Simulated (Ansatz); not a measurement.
Consider GaN in the zinc blende structure (space group F-43m, No. 216; a = 4.455 Å).

Calculations: LDA (Ansatz, a first-principles code), spin-orbit coupling left out.

Before the change:

The hole mass is 0.18, 0.85, 0.85 mₑ (at Γ).

Perturbation: an isotropic linear strain of −2.50 %, atoms relaxed at fixed cell.

How does this affect the hole mass?

The hole mass (degenerate bands, along [100]) changes from 0.18, 0.85, 0.85 mₑ (at Γ) to 0.22, 0.81, 0.81 mₑ (at Γ).

Estimate the effect on the mean gap deformation potential ΔEg/Δln V.

The mean gap deformation potential ΔEg/Δln V comes out as -6.5 eV.

Effective masses come from finite differences of ±0.01 Å⁻¹. No phonon test of stability was made. This is not the structure that GaN has at room temperature and ambient pressure.
